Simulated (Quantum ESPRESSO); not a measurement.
Habitual settings against a tight run: Ti₆O (P-31m, 7 atoms in the cell)

Self-consistent single point.

```
CELL_PARAMETERS angstrom
      5.13644     0.00000     0.00000
     -2.56822     4.44829     0.00000
      0.00000     0.00000     4.75988
ATOMIC_POSITIONS crystal
  Ti 0.66886 0.66886 0.26073
  Ti 0.33114 0.33114 0.73927
  Ti 0.33114 0.00000 0.26073
  Ti 0.66886 0.00000 0.73927
  Ti 0.00000 0.33114 0.26073
  Ti 0.00000 0.66886 0.73927
  O  0.00000 0.00000 0.00000
```

Computed with PBEsol, GBRV 1.5 ultrasoft (PBESOL) pseudopotentials (plane waves; Quantum ESPRESSO 7.5).

Base settings: ecutwfc = 50 Ry; ecutrho = 400 Ry; occupations = smearing; smearing = marzari-vanderbilt; degauss = 0.0073499 Ry; potentials = {Ti: ti_pbesol_v1.4.uspp.F.UPF, O: o_pbesol_v1.2.uspp.F.UPF}; K_POINTS = automatic 5 5 5 0 0 0; conv_thr = 1e-10 Ry.

Tight run (finer mesh or higher cutoff; not a proven limit): ecutwfc: 50 Ry → 70 Ry; ecutrho: 400 Ry → 560 Ry; conv_thr: 1e-10 Ry → 7.3e-11 Ry; K_POINTS: automatic 5 5 5 0 0 0 → automatic 7 7 7 0 0 0. It gave Fermi level (on the code's own zero) 13.33 eV; pressure -6.56 GPa; largest force (vector length) 0.165 eV/Å.

Quick runs, as changes from the base:
- A: ecutwfc: 50 Ry → 40 Ry; ecutrho: 400 Ry → 320 Ry; smearing: marzari-vanderbilt → gaussian; degauss: 0.0073499 Ry → 0.0147 Ry; conv_thr: 1e-10 Ry → 7.3e-06 Ry; pseudopotentials: {Ti: ti_pbesol_v1.4.uspp.F.UPF, O: o_pbesol_v1.2.uspp.F.UPF} → {Ti: ti_lda_v1.4.uspp.F.UPF, O: o_lda_v1.2.uspp.F.UPF}; K_POINTS: automatic 5 5 5 0 0 0 → automatic 2 2 2 0 0 0 [LDA (PZ)]
- B: ecutwfc: 50 Ry → 30 Ry; ecutrho: 400 Ry → 240 Ry; K_POINTS: automatic 5 5 5 0 0 0 → automatic 3 3 3 0 0 0
- C: ecutwfc: 50 Ry → 30 Ry; ecutrho: 400 Ry → 240 Ry; K_POINTS: automatic 5 5 5 0 0 0 → automatic 6 6 6 0 0 0
- D: ecutwfc: 50 Ry → 40 Ry; ecutrho: 400 Ry → 320 Ry; smearing: marzari-vanderbilt → fermi-dirac; degauss: 0.0073499 Ry → 0.036749 Ry; pseudopotentials: {Ti: ti_pbesol_v1.4.uspp.F.UPF, O: o_pbesol_v1.2.uspp.F.UPF} → {Ti: ti_lda_v1.4.uspp.F.UPF, O: o_lda_v1.2.uspp.F.UPF}; K_POINTS: automatic 5 5 5 0 0 0 → automatic 6 6 6 0 0 0 [LDA (PZ)]

Energies are extrapolated to zero smearing width, which holds to low order in the width alone (under cold and Methfessel-Paxton smearing the free energy itself is taken).

Dashes: energy of A, D, another energy zero; pressure of A, not trusted under this conv_thr with d or f elements; time of B, under 30 s.

† marks runs with another functional, U, potentials or spin treatment: their distance from the tight run is not a convergence error alone.

The count of work is k-points × plane waves × bands × iterations; it is no time. Core times come from one kind of shared machine and are given to one figure; runs under 30 s give none.

The starting cell comes from a database of computed structures (which also holds hypothetical and non-ambient phases and stackings), without a prior relaxation at this level. Its lattice was rescaled by a random factor within 2.5 % of one. Spin polarisation is off, so a magnetic state, if there is one, cannot be reached. In the base run, with a pressure of about -6 GPa the cell is away from its equilibrium volume at this level.

```tsv
run	energy less tight (meV/atom)	pressure less tight (GPa)	largest miss in a force vector (eV/Å)	count of work / tight	core time / tight (rough)
A†	–	–	0.172	0.024	0.05
B	30.2	-2.17	0.030	0.045	–
C	30.0	-2.24	0.009	0.22	0.1
D†	–	0.69	0.386	0.31	0.2
```

Among the runs at the tight run's level, the energy misses run from 30.0 to 30.2 meV/atom.

Left out of this page: 1 run of the series outside the window shown, repeating another row's setting, or not comparable.
